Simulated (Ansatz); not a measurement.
The decay constant κ of evanescent states in the gap governs leakage through a thin film.

Consider the following.

```yaml
crystal:
  lattice:
    - [3.01204, 0.00000, 0.00000]
    - [0.00000, 4.94435, 0.00000]
    - [1.50602, 0.00000, 2.60850]
  atoms:
    - { symbol: Si, position: [0.33333, 0.50040, 0.33333] }
    - { symbol: Si, position: [0.66667, 0.00040, 0.66667] }
    - { symbol: C, position: [0.33333, 0.12460, 0.33333] }
    - { symbol: C, position: [0.66667, 0.62460, 0.66667] }
```

The cell is strained (all lengths scaled by 0.98); by r2SCAN it stands under a pressure of 16.0 GPa.

Transport runs along the normal of the first two printed cell vectors, the (100) plane of the conventional cell.

The gap is the functional's own. No spin-orbit coupling. Mid-gap values are those at the computed energy nearest the middle.

**Question.** Give the band gap and the smallest decay constant κ at mid-gap that Ansatz (an electronic-structure program) with r2SCAN yields.

**Answer.** Gap 2.56 eV on a 12×6×12 mesh; κ = 0.269 1/Å, at (0.500, 0.000) of the in-plane reciprocal vectors. At the zone centre the slowest state has κ = 0.29 1/Å.
